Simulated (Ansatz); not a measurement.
**Sb₂Se₃ (model structure, started from the A-La2O3 type, P-3m1, No. 164, 5 atoms in the cell)**

Method: LDA (Ansatz, a program for electronic structure, plane waves, PAW).

Numerical settings: plane-wave cutoff 520 eV, 18×18×8 k mesh (along the axes of the cell as run), Fermi–Dirac smearing 0.05 eV, scalar-relativistic PAW data made under PBE.

Cell (relaxed at this level):

```cif
data_Sb2Se3
_chemical_formula_sum 'Sb2 Se3'
_space_group_name_H-M_alt 'P 1'
_space_group_IT_number 1
_cell_length_a 3.97680
_cell_length_b 3.97680
_cell_length_c 9.55347
_cell_angle_alpha 90.000
_cell_angle_beta 90.000
_cell_angle_gamma 120.000
loop_
_space_group_symop_operation_xyz
  'x, y, z'
loop_
_atom_site_label
_atom_site_type_symbol
_atom_site_fract_x
_atom_site_fract_y
_atom_site_fract_z
_atom_site_occupancy
Sb1 Sb 0.33333 0.66667 0.19355 1
Sb2 Sb 0.66667 0.33333 0.80645 1
Se1 Se 0.00000 0.00000 0.00000 1
Se2 Se 0.33333 0.66667 0.64422 1
Se3 Se 0.66667 0.33333 0.35578 1
```

```json
{
 "band_gap": "0.20 eV (on the SCF k mesh)",
 "bulk modulus B0": "37.5 GPa"
}
```

Note: the bulk modulus is −V dP/dV from two relaxed cells at ±2 % in volume; the relaxation could raise the start's symmetry but not lower it, so the cell can be a saddle point.

Spin–orbit coupling is not included; it can close the smallest gap of 0.20 eV.

It cost roughly 15 core-minutes of CPU time.

A model structure was made by putting elements into a prototype or built by hand; it is no filed structure, need not be a known phase, and can be a saddle point held by its symmetry.
